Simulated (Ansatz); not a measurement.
Cells marked so need not be the phases stable at ambient conditions, and some may be hypothetical.

 Where the default PAW files enter, the runs use the earlier of Ansatz's two default sets.

The gap is the functional's own. No spin-orbit coupling. Mid-gap values are interpolated on the energy grid.

A. SrBrF (P4/nmm, not sure to be the ambient phase, 6 atoms a cell, 21.9 Å³ an atom), along the normal of (111)
B. K₂TeCl₆ (Fm-3m, not sure to be the ambient phase, 9 atoms a cell, 28.8 Å³ an atom), along the normal of (111)
C. KHF2 (I4/mcm, not sure to be the ambient phase, 8 atoms a cell, 13.7 Å³ an atom), along the normal of (100)

Q: Order them by mid-gap decay constant of the slowest evanescent state (lowest first) at the level r2SCAN run with Ansatz (a program for electronic structure).

A: B (0.31 1/Å), A (0.37 1/Å), C (0.60 1/Å)
